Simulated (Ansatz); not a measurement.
PbSnS₂ (Cc, No. 9, 8 atoms in the cell; start mp-1218961), treated with PBEsol in Ansatz (PAW).

Numerical settings: plane-wave cutoff 520 eV, 8×8×2 k mesh (along the axes of the cell as run), Fermi–Dirac smearing 0.01 eV, scalar-relativistic PAW data made under PBE.

Cell (relaxed at this level):

```
PbSnS2
1.0
    4.12328    -0.00297    -0.05227
   -0.00729     4.12197    -0.12683
   -1.48813    -1.28305    11.46174
Sn Pb S
2 2 4
Direct
  0.65196   0.30214   0.12631
  0.80213   0.15193   0.62633
  0.37584   0.70701   0.88436
  0.20693   0.87579   0.38435
  0.31072   0.58017   0.63981
  0.68124   0.39095   0.34947
  0.89098   0.18129   0.84949
  0.08019   0.81073   0.13979
```

Question: Estimate the band gap, smallest direct gap on the k points sampled and direct gap at Γ that the calculation returns.

Answer: 
- band gap: 0.76 eV
- smallest direct gap on the k points sampled: 1.13 eV
- direct gap at Γ: 1.39 eV

Spin–orbit coupling is not included; with these elements it can move the gap by several tenths of an eV or more.

Static lattice: no zero-point or thermal effects.

Computing time: very roughly 2.1 core-minutes.

A start named mp-… is a Materials Project structure, which need not be a measured phase.

Ansatz is an electronic-structure program.
